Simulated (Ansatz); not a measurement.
## Pressure series in HfC

Consider HfC in the rock salt structure (space group Fm-3m, No. 225).

```
HfC
1.0
    0.00000     2.32577     2.32577
    2.32577     0.00000     2.32577
    2.32577     2.32577     0.00000
C Hf
1 1
Direct
  0.00000   0.00000   0.00000
  0.50000   0.50000   0.50000
```

Cell and atoms are relaxed at each pressure.

Method: PBE, PAW, 420 eV (Ansatz, a first-principles code; spin-orbit coupling left out).

| pressure (GPa) | volume per atom (Å³/atom) |
|---|---|
| -1 | 12.634 |
| 0 | 12.581 |
| 1.8 | 12.485 |
| 4.2 | ? |
| 9 | 12.137 |
| 18 | 11.760 |
| 30 | 11.331 |
| 45 | 10.882 |
| 60 | 10.503 |

Problem. Fit the third-order Birch–Murnaghan form P(V) = (3B₀/2)[(V₀/V)^(7/3) − (V₀/V)^(5/3)]·[1 + (3/4)(B₀′ − 4)((V₀/V)^(2/3) − 1)] (squares taken in P) to the rows shown and predict the withheld row.

Solution. Least squares on the printed values gives V₀ = 12.580 Å³/atom, B₀ = 234 GPa, B₀′ = 3.9; this predicts 12.364 Å³/atom, and the run gives 12.365 Å³/atom, in agreement.

Load acts through the strain it causes; cell and atoms are relaxed under it. Whether these cells are dynamically stable was not tested. No other phases were tried under pressure. The final runs are not spin-polarised.
